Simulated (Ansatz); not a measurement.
## Hypothetical zinc blende HgO: element substitutions

Base system: HgO in the zinc blende structure (space group F-43m, No. 216; a hypothetical phase, not in the database extracts checked).

Space group F-43m (No. 216); a = b = c = 5.1959 Å, α = β = γ = 90.00°

```tsv
atom	site	symmetry	x	y	z
O	4c	-43m	0.2500	0.2500	0.2500
Hg	4a	-43m	0.0000	0.0000	0.0000
```
(The calculation used a cell of 2 atoms; values per cell refer to that cell.)

Each row replaces one element on all its sites; cell and atoms are relaxed.

Level of theory: plane-wave PAW DFT at the PBEsol level (Ansatz, an electronic-structure program, 420 eV), without spin-orbit coupling.

Base values:

The volume per atom is 17.53 Å³.

Task: The aim is a volume per atom between 12.46 Å³ and 13.40 Å³. Which of these changes reaches it?
(A) Hg → Ir
(B) Hg → Sn
(C) O → F

Result: A, Hg → Ir. It gives 12.99 Å³; O → F gives 21.26 Å³; Hg → Sn gives 19.42 Å³. Changes not listed may reach it too

Stability against distortions was not tested. As relaxed here, HgF, SnO and IrO are hypothetical phases, not in the database extracts checked. No Hubbard U is applied, and correlation can decide whether such a compound is a metal. All final runs are without spin polarisation. An odd electron count without spin: HgF and IrO.
